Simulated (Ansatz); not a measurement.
Start from BeTe in the zinc blende structure (space group F-43m, No. 216; a = 5.657 Å). Axes: x, y, z lie along the cube axes.

Perturbation: biaxial strain +2.08 %, plane normal [111], relaxed out of plane (Cartesian); in-plane vectors clamped, the third vector and the atoms free.

Calculations: plane-wave PAW DFT at the r2SCAN level (Ansatz, a quantum-chemistry and plane-wave program, 500 eV), without spin-orbit coupling.

### Question
Give the band edges at the high-symmetry points of the new zone, measured from its valence-band maximum.

### Answer
```csv
point,valence edge (eV),conduction edge (eV)
Γ,0.00,3.81
T,-1.35,3.07
H₂,-3.20,5.43
H₀,-3.20,5.43
L,-1.13,3.37
S₀,-2.20,3.12
S₂,-2.20,3.12
F,-2.58,2.30
```

The gap is 2.30 eV, indirect, Γ → F.

With Te present, leaving out spin-orbit coupling can change the band edges. No phonon test of stability was made. Labels are those of the standard path for the cell's own space group.
